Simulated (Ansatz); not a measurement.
We consider CdS (model structure, started from the BN type, Pm-3n, No. 223, 12 atoms in the cell), described by PBEsol (Ansatz, a first-principles code, PAW).

Run with plane-wave cutoff 520 eV, 6×6×6 k mesh, Fermi–Dirac smearing 0.01 eV, scalar-relativistic PAW data made under PBE.

Cell (relaxed at this level):

```cif
data_Cd6S6
_chemical_formula_sum 'Cd6 S6'
_space_group_name_H-M_alt 'P 1'
_space_group_IT_number 1
_cell_length_a 7.16517
_cell_length_b 7.16517
_cell_length_c 7.16517
_cell_angle_alpha 90.000
_cell_angle_beta 90.000
_cell_angle_gamma 90.000
loop_
_space_group_symop_operation_xyz
  'x, y, z'
loop_
_atom_site_label
_atom_site_type_symbol
_atom_site_fract_x
_atom_site_fract_y
_atom_site_fract_z
_atom_site_occupancy
Cd1 Cd 0.25000 0.00000 0.50000 1
Cd2 Cd 0.50000 0.25000 0.00000 1
Cd3 Cd 0.50000 0.75000 0.00000 1
Cd4 Cd 0.75000 0.00000 0.50000 1
Cd5 Cd 0.00000 0.50000 0.75000 1
Cd6 Cd 0.00000 0.50000 0.25000 1
S1 S 0.25000 0.50000 0.00000 1
S2 S 0.00000 0.25000 0.50000 1
S3 S 0.00000 0.75000 0.50000 1
S4 S 0.75000 0.50000 0.00000 1
S5 S 0.50000 0.00000 0.75000 1
S6 S 0.50000 0.00000 0.25000 1
```

Task: Give the computed band gap.

Result: 
- band gap = 1.28 eV

Note: the relaxation could raise the start's symmetry but not lower it, so the cell can be a saddle point.

Spin–orbit coupling is not included.

A model structure was made by putting elements into a prototype or built by hand; it is no filed structure, need not be a known phase, and can be a saddle point held by its symmetry.
